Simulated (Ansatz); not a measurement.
An Ansatz (a quantum-chemistry and plane-wave program) run: Ge with a change (uniaxial strain ε_zz = +2.50 %); Ansatz PBEsol, no SOC.

Input:

Ansatz 0.2 input:
```yaml
crystal:
  lattice:
    - [0, 2.8380764702, 2.909028382]
    - [2.8380764702, 0, 2.909028382]
    - [2.8380764702, 2.8380764702, 0]
  atoms:
    - { symbol: Ge, position: [0, 0, 0] }
    - { symbol: Ge, position: [0.25, 0.25, 0.25] }
basis: { ecutwfc: 420, ecutrho_ratio: 4, xc_grid: 2, fft_grid_basis: typed }
kpoints: { mp_grid: { grid: [14, 14, 14] } }
hamiltonian:
  xc: pbesol
  dispersion: none
  pseudopotentials: { kind: paw }
scf: { occupations: { method: fermi_dirac, width: 0.05 }, convergence: { dr2_threshold: 0.0000000002 } }
relax: { f_tol: 0.005, max_steps: 50 }
output: { forces: true, stress: true }
checkpoint: { write: state.ck, write_every: 1000 }
```

Output (explanatory and most iteration lines left out):

```
Relaxation: its limit of steps is 50 (relax.max_steps)
Pseudopotential: Ge, paw, valence charge 14
Crystal: 2 atoms, lattice volume = 46.863 Å³
Basis set: ecut = 420 eV, 909 PW (Γ), exchange–correlation on 60×60×54 points (8 copies of the dense FFT grid, shifted against one another)
Bands: 18, of which v1, the nominal top of the filled ones, is band 14 counted from 1 (13 counted from 0)
Symmetry: 16 space group operations
Space group: I41/amd (ITA 141), of the structure as read, at distance tolerance 3.6e-5 Å
k-points: 244 of 2744
Functional: x = pbesol(κ = 0.804, μ = 0.12345679012345678), c = pbesol(β = 0.046)
SCF iter   1: F=—  HF=-8506.985501 eV  |F-HF|=—  |Δ(HF+E_count)|=         —  Δρ=2.75e-3  dr2=4.51e-3  ethr=1.77e-3  ⟨swp⟩=6.0  Hψ=21036  notcnv=0
SCF iter   2: F=—  HF=-8506.984156 eV  |F-HF|=—  |Δ(HF+E_count)|=   1.35e-3  Δρ=1.94e-3  dr2=2.48e-3  ethr=1.61e-5  ⟨swp⟩=1.0  Hψ=6373  notcnv=0
SCF 1 converged in 9 iterations: F = -8506.984113 eV  dr2 = 2.13e-11
relax step   1: F+E_penalty+E_count = -8506.98411311 eV  Δ(F+E_penalty+E_count) = +0.000e0 eV  max|allowed force component| = 1.388e-17 eV/Å  Δτ_max = 0.0000 Å  (9 SCF iters, accepted)
SCF converged after 9 iterations
Free energy (F): -8506.984113 eV
Internal energy: -8506.983383 eV  (E = F + TS)
E sigma→0 (E₀):  -8506.983748 eV
Entropy (-TS):   -0.000730 eV (-0.365 meV/atom)
Fermi energy:    7.993693 eV
--- Forces (eV/Å), atoms counted from 1 ---
  atom   1  Ge    -0.00000000     0.00000000     0.00000000
  atom   2  Ge     0.00000000     0.00000000     0.00000000
--- Stress (GPa, compression-positive) ---
       -0.978397       0.000000       0.000000
        0.000000      -0.978397       0.000000
        0.000000       0.000000      -2.735353
  P = ⅓ Tr σ = -1.5640 GPa (-15.640 kbar)
--- Relaxed structure (1 steps of the walk, 1 accepted, 0 SCFs on fresh bases) ---
  atoms:
    - { symbol: Ge, position: [0.0, 0.0, 0.0] }
    - { symbol: Ge, position: [0.24999999999999997, 0.24999999999999997, 0.24999999999999997] }
```

Stability against distortions was not tested. The cell was made from Ge in the diamond structure (space group Fd-3m, No. 227) by this change: uniaxial strain ε_zz = +2.50 %.
